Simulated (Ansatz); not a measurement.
## A computed series for BeS: pressure series

The parent structure is BeS in the zinc blende structure (space group F-43m, No. 216; a = 4.876 Å).

Cell and atoms are relaxed at each pressure.

Calculations: plane-wave PAW DFT at the PBE level (Ansatz, a program for electronic structure, 420 eV), no spin-orbit coupling.

Notes on the quantities. hole mass: degenerate bands, along [100].

```
variant                             hole mass  smallest direct gap     density
-----------------  --------------------------  -------------------  ----------
base               0.34, 0.57, 0.57 mₑ (at Γ)              5.61 eV  2.35 g/cm³
pressure −2 GPa    0.33, 0.59, 0.59 mₑ (at Γ)              5.55 eV  2.30 g/cm³
pressure −1 GPa    0.33, 0.58, 0.58 mₑ (at Γ)              5.59 eV  2.33 g/cm³
pressure 0.9 GPa   0.34, 0.57, 0.57 mₑ (at Γ)              5.63 eV  2.38 g/cm³
pressure 2.1 GPa                          ___              5.63 eV  2.41 g/cm³
pressure 4.5 GPa   0.34, 0.54, 0.54 mₑ (at Γ)              5.63 eV  2.46 g/cm³
pressure 9 GPa     0.35, 0.52, 0.52 mₑ (at Γ)              5.61 eV  2.56 g/cm³
pressure 15 GPa    0.35, 0.49, 0.49 mₑ (at Γ)              5.57 eV         ___
pressure 22.5 GPa  0.36, 0.46, 0.46 mₑ (at Γ)              5.52 eV  2.80 g/cm³
pressure 30 GPa    0.37, 0.44, 0.44 mₑ (at Γ)                  ___  2.92 g/cm³
```

### Question
Some entries are withheld; estimate them.

### Answer

- pressure 2.1 GPa, hole mass: 0.34, 0.56, 0.56 mₑ (at Γ)
- pressure 15 GPa, density: 2.67 g/cm³
- pressure 30 GPa, smallest direct gap: 5.47 eV

Load acts through the strain it causes; cell and atoms are relaxed under it. Effective masses come from finite differences of ±0.01 Å⁻¹. Stability against distortions was not tested. No other phases were tried under pressure.
